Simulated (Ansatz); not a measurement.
# Cu: strain along the normal

Cu (fcc, Fm-3m, 10.888 Å³/atom and stress up to 0.01 GPa in the relaxed cell) under an equal strain ε in the (001) plane with the normal axis free, as in a coherent film. LDA in Ansatz, a plane-wave DFT program (PAW, default set), 420 eV, 32×32×32 Γ-centred mesh, Fermi-Dirac smearing 0.10 eV. Against the start cell, which lies near the measured one, the relaxed cell differs by -7.4 % in volume; the values below rest on it.

Here s stands for strain and y for normal strain.

| strain (%) | normal strain (%) |
|---|---|
| -3.00 | ? |
| -1.50 | 2.09 |
| -1.00 | 1.40 |
| -0.50 | 0.70 |
| 0.00 | 0.00 |
| 0.50 | -0.72 |
| 1.00 | -1.44 |
| 1.50 | -2.18 |

Taking a straight line for y over the 7 complete rows: Means: s 0, y -0.021. About the means, the sum of products is -9.9550 and the sum of squares of s is 7.0000; the slope is their ratio. Least squares gives y = -0.021 - 1.4221·s. Residuals (row less fit): -0.022, -0.001, 0.010, 0.021, 0.012, 0.003, -0.026; standard error 0.019 (degrees of freedom: 5). The slope, about -1.4, is the elastic response of the normal axis, −2C12/C11 for this plane.

Question: Predict the withheld y at s = -3.00 from the fit, and compare with the calculation.

Answer: y = -0.021 - 1.4221 × (-3.0) = 4.245%. The calculation gives 4.11%, 0.135% below the prediction (2.1 % of the range of y in the table). The row lies outside the fitted rows, so this is an extrapolation. From the scatter of the fitted rows alone, a prediction at this place has a standard error of 0.030%, so the miss is 4.5 times that.

A polynomial of degree 2 through the 12 other runs of the series gives 4.09 there, so most of the miss is curvature that the fit leaves out. In a metal these values are sensitive to mesh and smearing; energies are taken to zero smearing, stresses follow the free energy. Rows are the converged runs of the series near zero and its far end; series whose fitted rows scatter by over a few per cent of the range, as at a crossing or softening among them, aren't shown in this form, nor equations of state whose B0' disagrees with the runs' pressures. Most that stay on the fit to the last digits aren't either.
